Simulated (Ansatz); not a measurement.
## A computed series for CuAu: response to strain

Take CuAu (space group P4/mmm, No. 123; relaxed with 0.1 eV smearing) as the base.

```
CuAu
1.0
    2.81285     0.00000     0.00000
    0.00000     2.81285     0.00000
    0.00000     0.00000     3.59296
Cu Au
1 1
Direct
  0.00000   0.00000   0.00000
  0.50000   0.50000   0.50000
```

Cartesian axes are those of the cell as printed.

Strains are applied to the cell and any free atomic positions relax.

Method: PBEsol/PAW in Ansatz (a first-principles code), no SOC.

Candidates:
(a) uniaxial strain ε_zz = +2.00 %
(b) uniaxial strain ε_zz = +2.50 %
(c) uniaxial strain ε_zz = −1.50 %

Notes on the quantities. energy relative to the base: free energy F.

### Question
Order them by energy relative to the base, highest first.

### Answer
(b) uniaxial strain ε_zz = +2.50 % (+4.9 meV/atom), (a) uniaxial strain ε_zz = +2.00 % (+3.2 meV/atom), (c) uniaxial strain ε_zz = −1.50 % (+1.9 meV/atom)

Whether these cells are dynamically stable was not tested. All final runs are without spin polarisation.
